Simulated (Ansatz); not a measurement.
Consider HgS in the zinc blende structure (space group F-43m, No. 216; a = 5.876 Å).

The values are results of PBEsol (Ansatz, a program for electronic structure), without spin-orbit coupling, not measurements.

Strains are applied to the cell and any free atomic positions relax.

One change was made to it. Results:

The pressure goes from zero to -3.7 GPa; the band gap is still zero; the energy goes up by 24 meV/atom.

Which of these changes matches the shifts?
A) isotropic strain −2.00 %
B) isotropic strain +2.00 %
C) isotropic strain +2.50 %
D) isotropic strain −2.50 %
E) isotropic strain −1.00 %

C, isotropic strain +2.50 %. For comparison, the energy relative to the base in the other runs: isotropic strain −2.50 % gives +30 meV/atom; isotropic strain −1.00 % gives +4.5 meV/atom; isotropic strain −2.00 % gives +19 meV/atom; isotropic strain +2.00 % gives +16 meV/atom.

A case with no gap was solved on a k-mesh chosen for an insulator, which is coarse for it. Spin-orbit coupling, missing from the scalar runs, can matter with Hg. No phonon test of stability was made. All final runs are without spin polarisation. A zero or small gap of HgS can be the functional's error rather than a property of the material.
